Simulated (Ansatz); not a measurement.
We consider CeSi₂ (I4₁/amd, No. 141), described by r²SCAN (Ansatz, an electronic-structure program, PAW).

Numerical settings: plane-wave cutoff 500 eV, 14×14×14 k mesh, Fermi–Dirac smearing 0.05 eV, spin-polarised start, scalar-relativistic PAW data made under PBE.

Computed at the level's own relaxed cell.

Q: Estimate the equilibrium volume per atom, lattice constant a and lattice parameter c that the calculation returns.

A: 
- equilibrium volume per atom = 20.36 Å³/atom
- lattice constant a = 4.169 Å
- lattice parameter c = 14.058 Å

Note: the magnetic order was assumed, not searched for or taken from measurement; the 4f shell is treated without U or exact exchange, so its levels and filling can be wrong.

Spin–orbit coupling is not included.

Computing time: very roughly 80 core-minutes.
